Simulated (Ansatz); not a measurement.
Defect migration in alpha quartz: Cl-vacancy pair (Cl on one host O site, one O site vacant), charge state +1. All values below come from PBE, PAW (plane waves to 420 eV; Ansatz, an electronic-structure program).

Settings: 72 host sites, the relaxed PBE lattice, the Γ point alone, smearing 0.01 eV, spin-restricted, no image-charge correction. Energies are static. The charge state is imposed; whether it is stable for some Fermi level was not computed. Forms of the defect that were not tried may lie lower.

Barriers: single points on a 2×2×2 k-point mesh shifted by half a step along c at the bands' geometries.

The step: one O atom jumps into the vacancy from a nearby O site (Cl-vacancy distance between ideal sites 2.63 → 5.06 Å); the atom moves 2.24 Å along (0.38, 0.02, -0.22) of the unit cell; the moving atom starts with neighbours Si at 1.63, Si at 1.64 Å and ends with Si at 1.59, Si at 1.66 Å.

Task: What migration barrier of this step does PBE, PAW give?

Result: 3.30 eV forward and 3.00 eV backward. At the saddle the moving atom has neighbours Si at 1.70, Si at 1.83, Si at 2.03 Å. The saddle point's order was not checked.
